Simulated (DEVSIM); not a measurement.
Device: Al/AlN/n-In0.53Ga0.47As capacitor, at 250 K.

Layer 1 from the left is AlN, thickness (nm) 8.30. Layer 2 from the left is In0.53Ga0.47As, thickness (nm) 4000, Nd (cm⁻³) 2e16.

Metal gate on the left, work function 4.1 eV. Fixed charge at the semiconductor interface -3.3e11 cm⁻² (in units of +e); no interface traps.

The device is made up for the run: typed textbook-type constants, with dimensions and the other settings drawn at random. Values at 300 K; Nc and Nv go as T^1.5, mobilities as T to minus their exponent, the gap by Varshni's rule with the affinity fixed.

AlN: gap (eV) 6.1, affinity (eV) 1.9, permittivity 8.5. In0.53Ga0.47As: gap (eV) 0.74, affinity (eV) 4.51, permittivity 13.9, Nc (cm⁻³) 2.1e17, Nv (cm⁻³) 7.7e18, Varshni α (eV/K) 0.00035, Varshni β (K) 190.

**Question.** Estimate by hand the flat-band voltage, the threshold voltage, and compare with a numerical solution.

**Answer.** 
- Flat-band voltage: C = 0.907 μF/cm², work-function difference -0.455 V; VFB = φms − qNf/C = -0.40 V; numerical -0.40 V.
- Threshold voltage: φF = 0.294 V, depletion charge √(4εqNφF) = 6.81e-8 C/cm²; VT = VFB − 2φF − Qd/C = -1.06 V; numerical -1.06 V.

DEVSIM, 1D Poisson equation in equilibrium, Boltzmann statistics, complete ionisation; no quantum confinement or tunnelling. Metal contacts follow the ideal Schottky-Mott rule: no Fermi-level pinning, no interface dipoles.
